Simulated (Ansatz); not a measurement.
## A computed series for CoSi2: pressure series

The parent structure is CoSi2 (space group Fm-3m, No. 225; a = 5.360 Å; non-magnetic).

Cell and atoms are relaxed at each pressure.

Levels (all Ansatz, a program for electronic structure, PAW, earlier PAW set): PBE (420 eV, spin-orbit coupling left out); r2SCAN (500 eV, spin-orbit coupling left out).

The base cell above is that of PBE; each level relaxes its own structures.

```tsv
case	lattice parameter a, PBE	lattice parameter a, r2SCAN
pressure −2 GPa	5.381 Å	5.333 Å
pressure −1 GPa	5.370 Å	___
pressure 1.8 GPa	5.343 Å	5.299 Å
pressure 4.2 GPa	5.321 Å	5.279 Å
pressure 9 GPa	5.280 Å	___
pressure 18 GPa	5.214 Å	___
pressure 30 GPa	5.140 Å	5.111 Å
pressure 45 GPa	5.063 Å	___
pressure 60 GPa	4.998 Å	4.977 Å
```

**Question.** What belongs in the blanks?

**Answer.** 
- pressure −1 GPa, lattice parameter a, r2SCAN: 5.324 Å
- pressure 9 GPa, lattice parameter a, r2SCAN: 5.242 Å
- pressure 18 GPa, lattice parameter a, r2SCAN: 5.180 Å
- pressure 45 GPa, lattice parameter a, r2SCAN: 5.038 Å

PBE lies above r2SCAN in every row, by 0.021 Å to 0.048 Å. They put the cases in the same order.

Load acts through the strain it causes; cell and atoms are relaxed under it. Stability against distortions was not tested. Competing high-pressure phases were not computed. Seeded moments were not kept for the base. All final runs are without spin polarisation. An odd electron count without spin: CoSi2.
